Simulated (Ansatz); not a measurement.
Start from MgO in the rock salt structure (space group Fm-3m, No. 225; a = 4.215 Å). Axes: x, y, z lie along the cube axes.

Method: PBEsol in Ansatz (plane waves to 420 eV, PAW, spin-orbit coupling left out), earlier PAW set.

Strains are applied to the cell and any free atomic positions relax; under biaxial strain the out-of-plane vector relaxes too.

One change was made to it. Results:

```tsv
quantity	base	after
band gap	4.62 eV	4.68 eV
pressure (mean of the normal stresses, compression positive)	0.00 GPa	1.13 GPa
energy relative to the base (free energy F)	0 meV/atom	+0.4 meV/atom
```

Question: Name the change that was made.
A) tensor shear ε_xy = +1.00 %
B) biaxial strain −1.63 %, plane normal [110], relaxed out of plane
C) uniaxial strain ε_xx = −0.69 %

Answer: C, uniaxial strain ε_xx = −0.69 %. For comparison, the band gap in the other runs: tensor shear ε_xy = +1.00 % gives 4.54 eV; biaxial strain −1.63 %, plane normal [110], relaxed out of plane gives 4.77 eV.

Whether these cells are dynamically stable was not tested.

Ansatz is an electronic-structure program.
